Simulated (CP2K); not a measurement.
A relaxation of cell and atoms of CdPbF6 (P1, 8 atoms in the cell) with CP2K.

Method of the run: LDA (Pade form), GPW, DZVP-MOLOPT-SR-GTH basis, GTH-PADE potentials (GTH_POTENTIALS) (CP2K 2026.2).

```xyz
8
Lattice="5.9542 0.0000 0.0000 3.6061 4.7380 0.0000 3.6061 1.7871 4.3880" Properties=species:S:1:pos:R:3 pbc="T T T"
Cd     6.6255     3.2611     2.1769
Pb     0.0071    -0.0056     0.0095
F      6.9012     4.5166     4.0066
F      6.2255     2.0157     0.3843
F      8.4990     2.2262     2.6551
F      4.6637     4.3126     1.7703
F      7.7429     4.7626     1.0300
F      5.4176     1.7487     3.3254
```

Reference input (self-consistent single point, DFT LDA (Pade form), GPW, DZVP-MOLOPT-SR-GTH basis, GTH-PADE potentials (GTH_POTENTIALS)): CUTOFF = 550 Ry; REL_CUTOFF = 50 Ry; SMEAR/METHOD = FERMI_DIRAC; ELECTRONIC_TEMPERATURE = 116.05 K; KPOINTS/SCHEME = MONKHORST-PACK 3 3 3; XC_FUNCTIONAL = PADE; Cd/BASIS_SET = DZVP-MOLOPT-SR-GTH; Cd/POTENTIAL = GTH-PADE-q12; Pb/BASIS_SET = DZVP-MOLOPT-SR-GTH; Pb/POTENTIAL = GTH-PADE-q4; F/BASIS_SET = DZVP-MOLOPT-SR-GTH; F/POTENTIAL = GTH-PADE-q7. This run's input differs from it in these lines:

```diff
@@ -2,3 +2,3 @@
   PROJECT bulk
-  RUN_TYPE ENERGY_FORCE
+  RUN_TYPE CELL_OPT
   PRINT_LEVEL MEDIUM
@@ -14,2 +14,3 @@
       EPS_DEFAULT 1E-10
+      EXTRAPOLATION USE_GUESS
     &END QS
@@ -22,3 +23,3 @@
       SCF_GUESS ATOMIC
-      EPS_SCF 1E-6
+      EPS_SCF 1E-7
       MAX_SCF 100
@@ -98,2 +99,20 @@
 &END FORCE_EVAL
+&MOTION
+  &CELL_OPT
+    OPTIMIZER BFGS
+    MAX_ITER 60
+    MAX_FORCE 4E-4
+    RMS_FORCE 3E-4
+    EXTERNAL_PRESSURE [GPa] 0
+    PRESSURE_TOLERANCE [bar] 200
+  &END CELL_OPT
+  &PRINT
+    &CELL ON
+    &END CELL
+    &RESTART OFF
+    &END RESTART
+    &RESTART_HISTORY OFF
+    &END RESTART_HISTORY
+  &END PRINT
+&END MOTION
```

The program printed (abridged):

```
 SCF WAVEFUNCTION OPTIMIZATION

  Step     Update method      Time    Convergence         Total energy    Change
     1 NoMix/Diag. 0.30E+00      -     1.93867868      -194.8948516474 -1.95E+02
     2 Broy./Diag. 0.30E+00      -     0.23904821      -189.7099731563  5.18E+00
     3 Broy./Diag. 0.30E+00      -     0.12222331      -194.7417036939 -5.03E+00
     4 Broy./Diag. 0.30E+00      -     0.07845813      -195.1798476416 -4.38E-01
     5 Broy./Diag. 0.30E+00      -     0.00954721      -194.8908676706  2.89E-01
     6 Broy./Diag. 0.30E+00      -     0.00336114      -195.0369552300 -1.46E-01
   [... 5 lines left out ...]
    12 Broy./Diag. 0.30E+00      -     0.00000120      -195.0362683719  1.30E-05
    13 Broy./Diag. 0.30E+00      -     0.00000014      -195.0362682028  1.69E-07
    14 Broy./Diag. 0.30E+00      -     0.00000015      -195.0362692094 -1.01E-06
    15 Broy./Diag. 0.30E+00      -     0.00000002      -195.0362698133 -6.04E-07
  *** SCF run converged in    15 steps ***

  Overlap energy of the core charge distribution:               0.00000007813961
  Self energy of the core charge distribution:               -460.69326159128997
  Core Hamiltonian energy:                                    132.79873115088293
  Hartree energy:                                             167.73212082251749
  Exchange-correlation energy:                                -34.87386027351357
  Electronic entropic energy:                                  -0.00000000000000
  Fermi energy:                                                 0.00364620307348

  Total energy:                                              -195.03626981326349
  Total energy (extrapolated to T->0):                       -195.03626981326349

                     Mulliken Population Analysis

   [... lines left out ...]
  Fermi energy:                                                 0.00506955448970
  Total energy:                                              -195.03742275306993
 OPT| Pressure deviation [bar]                                 -41712.2759080965
 OPT| Pressure tolerance [bar]                                    200.0000000000
 OPT| Pressure is converged                                                   NO
  Fermi energy:                                                 0.04209534472502
  Total energy:                                              -195.04204357341359
 OPT| Pressure deviation [bar]                                   -193.7367282720
 OPT| Pressure tolerance [bar]                                    200.0000000000
 OPT| Pressure is converged                                                  YES
   [... lines left out ...]
       6     F        3          7.461265                             -0.461265
       7     F        3          7.462535                             -0.462535
       8     F        3          7.462276                             -0.462276
 # Total charge                             58.000000                  0.000000

 ENERGY| Total FORCE_EVAL ( QS ) energy [hartree]           -195.042043573413594
```

The run converged. 

Summary of the result:
| Property | Value |
|---|---|
| Free energy E − TS | -5307.3644 eV |
| Top of the valence band (on the code's own zero) | -0.64 eV |
| Gap on the k-point mesh | 2.55 eV |
| Pressure | -0.02 GPa |
| Largest force (vector length) | 0.018 eV/Å |
| Final cell | a = 5.826 Å, b = 5.833 Å, c = 5.822 Å, α = 51.61°, β = γ = 51.78° |
| Final volume per atom | 14.08 Å³ |
| Relaxation steps | 32 |

The starting cell comes from a database of computed structures (which also holds hypothetical and non-ambient phases and stackings), without a prior relaxation at this level. Its atoms were displaced at random from the sites of space group no. 148. Spin-orbit coupling is off. Values carry the incompleteness of an atom-centred basis.

Cost on one core of a shared machine: roughly 20 min.
